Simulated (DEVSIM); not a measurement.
Structure: Au/SiO2/n-Si capacitor, at 400 K.

```tsv
layer (left to right)	material	thickness (nm)	Nd (cm⁻³)
1	SiO2	1.30	-
2	Si	2200	7e16
```

Metal gate on the left, work function 5.1 eV. Fixed charge at the semiconductor interface -8.8e11 cm⁻² (in units of +e); no interface traps.

The device is made up for the run: typed textbook-type constants, with dimensions and the other settings drawn at random. Values at 300 K; Nc and Nv go as T^1.5, mobilities as T to minus their exponent, the gap by Varshni's rule with the affinity fixed.

```tsv
parameter	SiO2	Si
gap (eV)	9	1.124
affinity (eV)	0.9	4.05
permittivity	3.9	11.7
Nc (cm⁻³)	-	2.86e19
Nv (cm⁻³)	-	3.1e19
Varshni α (eV/K)	-	0.000473
Varshni β (K)	-	636
```

Simulated with DEVSIM: 1D Poisson equation in equilibrium, Boltzmann statistics, complete ionisation; no quantum confinement or tunnelling. Metal contacts follow the ideal Schottky-Mott rule: no Fermi-level pinning, no interface dipoles.

Tabulate band edges, carrier densities and field at 0.4 V on the gate.

Energies count from the Fermi level of the right contact; mesh points crowd at the junctions.

```tsv
x (μm)	Ec (eV)	Ev (eV)	n (cm⁻³)	p (cm⁻³)	field (V/cm)
0.000	3.800	-5.200	< 1e2	< 1e2	130000
0.0006127	3.808	-5.192	< 1e2	< 1e2	130000
0.001122	3.814	-5.186	< 1e2	< 1e2	130000
0.002069	0.659	-0.437	2.2e11	1.5e14	-93000
0.004794	0.634	-0.462	4.5e11	7.1e13	-90000
0.008998	0.597	-0.500	1.3e12	2.4e13	-86000
0.01758	0.527	-0.569	1.0e13	3.2e12	-77000
0.04220	0.371	-0.725	9.2e14	3.5e10	-50000
0.08295	0.249	-0.847	3.2e16	1.0e9	-13000
0.1577	0.223	-0.874	6.9e16	4.7e8	-260
0.3104	0.222	-0.874	7.0e16	4.6e8	≈ 0
0.7484	0.222	-0.874	7.0e16	4.6e8	≈ 0
1.334	0.222	-0.874	7.0e16	4.6e8	≈ 0
1.761	0.222	-0.874	7.0e16	4.6e8	≈ 0
2.019	0.222	-0.874	7.0e16	4.6e8	≈ 0
2.110	0.222	-0.874	7.0e16	4.6e8	≈ 0
2.154	0.222	-0.874	7.0e16	4.6e8	≈ 0
2.178	0.222	-0.874	7.0e16	4.6e8	≈ 0
2.192	0.222	-0.874	7.0e16	4.6e8	≈ 0
2.197	0.222	-0.874	7.0e16	4.6e8	≈ 0
2.200	0.222	-0.874	7.0e16	4.6e8	≈ 0
2.201	0.222	-0.874	7.0e16	4.6e8	≈ 0
```
